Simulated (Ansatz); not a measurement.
Start from CdTe in the zinc blende structure (space group F-43m, No. 216; a = 6.618 Å).

Structures relaxed with PBE/PAW in Ansatz (an electronic-structure program), scalar-relativistic without spin-orbit coupling.

Base:

Simulated powder pattern, Co Kα, λ = 1.79026 Å (kinematic, ideal powder, no thermal factors, no anomalous dispersion; the 14 strongest lines at most, above 2 %, up to 2θ = 90°):

| 2θ (°) | I/Imax (%) | hkl |
|---|---|---|
| 27.10 | 100 | (111) |
| 44.99 | 77 | (220) |
| 53.31 | 47 | (311) |
| 65.51 | 13 | (400) |
| 72.25 | 19 | (331) |
| 83.00 | 27 | (422) |
| 89.31 | 16 | (333) |

After one change:

Simulated powder pattern, Co Kα, λ = 1.79026 Å (kinematic, ideal powder, no thermal factors, no anomalous dispersion; the 14 strongest lines at most, above 2 %, up to 2θ = 90°):

| 2θ (°) | I/Imax (%) |
|---|---|
| 26.29 | 100 |
| 43.61 | 79 |
| 51.64 | 48 |
| 63.37 | 13 |
| 69.84 | 20 |
| 80.08 | 27 |
| 86.05 | 16 |

### Question
What was done to the base?
(A) isotropic strain +0.50 %
(B) isotropic strain −2.50 %
(C) isotropic strain +1.50 %
(D) isotropic strain +3.00 %

### Answer
D, isotropic strain +3.00 %. Its volume per atom is 39.59 Å³ against 36.23 Å³, and its space group is F-43m (No. 216).

No phonon test of stability was made.
